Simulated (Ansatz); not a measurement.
Worked calculations on one periodic cell of amorphous Si24O48H2: Si24O48H2, 74 atoms, volume 1173.7 Å³, made by a melt-quench on the CHGNet potential and relaxed with DFT. O atoms were pushed apart under 1.9 Å during the dynamics, to hinder bonds among them. It is a model cell: composition and starting density were chosen by hand, and all elements were melted together. Cycles of charging were run to anneal it. Computed with PBE, scalar-relativistic without spin-orbit coupling (plane waves to 420 eV, PAW; Ansatz, an electronic-structure program). Sampling: a 2×2×2 Γ-centred mesh; Fermi-Dirac width 0.02 eV; no spin polarisation. Its volume was relaxed, its shape was free, and it stands at a mean pressure of 0.0 GPa with stress components up to 0.0 GPa; the relaxation ran on the zone centre alone. Its density went from a set 2.18 to 2.04 g/cm³. The cell is small and was quenched far faster than a real film, so it is one sample of the glass.

Question: Count formal charges (Si +4, O -2, H +1). What does the count lead one to expect at the Fermi level, and what does the calculation give?

Answer: 24 × (+4) + 48 × (-2) + 2 × (+1) = +2. 2 electrons are left on cation states, in cation-cation bonds, defect levels or the conduction band. On this mesh the highest filled and lowest empty level lie 2.77 eV apart; localised defect or tail levels set that (at the zone centre the more localised edge state sits most on one Si atom with neighbours O 1.73 Å, O 1.80 Å, O 1.86 Å), and the nearest spread-out levels lie 5.5 eV apart.

Four energies for an added electron at PBE on the zone centre alone (charged cells in a uniform background, spin-polarised): neutral at the neutral geometry -42598.478 eV; charged at the neutral geometry -42592.869 eV; charged and relaxed -42592.894 eV; neutral at the charged geometry -42598.451 eV.

Question: Find the two relaxation energies and their sum, the reorganisation energy.

Answer: On charging: -42592.869 − (-42592.894) = 0.025 eV. On discharging: -42598.451 − (-42598.478) = 0.027 eV. The sum is 0.052 eV. The carrier's level spreads over 63 of the 74 atoms' worth, more than a fifth of the atoms or a third of the atoms of its main element (six at least), and the sum is small, so it counts as a band carrier, whose relaxation energy shrinks as the cell grows. PBE's self-interaction favours spread-out carriers, so a hybrid can localise more.

Four energies for a hole at PBE on the zone centre alone (charged cells in a uniform background, spin-polarised): neutral at the neutral geometry -42598.478 eV; charged at the neutral geometry -42600.369 eV; charged and relaxed -42601.480 eV; neutral at the charged geometry -42597.358 eV.

Question: Find the two relaxation energies and their sum, the reorganisation energy.

Answer: On charging: -42600.369 − (-42601.480) = 1.111 eV. On discharging: -42597.358 − (-42598.478) = 1.120 eV. The sum is 2.231 eV. The carrier's level spreads over 3 of the 74 atoms' worth, so it counts as localised, most on one Si atom with neighbours O 1.73 Å, O 1.80 Å, O 1.86 Å (neutral geometry). The values are uncorrected: the image energy of a point charge in this cell, 2.84 × 14.40 / (2 × 10.5) = 1.9 eV before screening, is screened by electrons alone at the fixed geometry and by ions too after relaxing, and the carrier can be spread before it relaxes, so each term can be off by up to that value times 1/ε∞, some tenths of an eV. PBE's self-interaction favours spread-out carriers, so a hybrid can localise more.
